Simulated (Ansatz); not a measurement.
Base system: TiN in the rock salt structure (space group Fm-3m, No. 225; a = 4.234 Å; relaxed with 0.1 eV smearing).

Computed with Kohn–Sham DFT with the r2SCAN functional, run in Ansatz (a program for electronic structure) with PAW and 500 eV plane waves, scalar-relativistic without spin-orbit coupling, earlier PAW set.

Before the change:

- Pressure: 0.0 GPa

Perturbation: every lattice vector is shortened by 4.85 %, atoms relaxed at fixed cell.

Task: What does the calculation give for the energy relative to the base and pressure after the change?

Result: The energy rises by 0.217 eV/atom; the pressure goes from zero to 60.0 GPa.

The cells carry an imposed strain or load. Stability against distortions was not tested. All final runs are without spin polarisation. An odd electron count without spin: TiN.
